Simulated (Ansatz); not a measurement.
Base system: Al2Cu (space group Fm-3m, No. 225; a = 5.736 Å; a cell from a computed database, its experimental status unchecked; relaxed with 0.1 eV smearing). Axes: x, y, z lie along the cube axes.

Level of theory: r2SCAN (Ansatz, a program for electronic structure, PAW, spin-orbit coupling left out), earlier PAW set.

It is then changed as follows: a pure shear with ε_xz = ε_zx = 0.0189, atoms relaxed at fixed cell.

### Question
Predict the stress tensor and what it implies for the stiffness.

### Answer
Stress of the strained cell less that of the base (GPa, compression positive):
```
   -0.1     0.0    -2.7
    0.0     0.3     0.0
   -2.7     0.0    -0.1
```

Then −Δσ/γ with γ = 2ε = 0.0378 gives secant stiffness values (nonlinear terms included at this strain): C55 ≈ 72 GPa.

As a check, the harmonic strain energy −½ V₀ Δσ:ε is 5.0 meV/atom; the computed energy rise is 5.1 meV/atom.

Stability against distortions was not tested. All final runs are without spin polarisation.
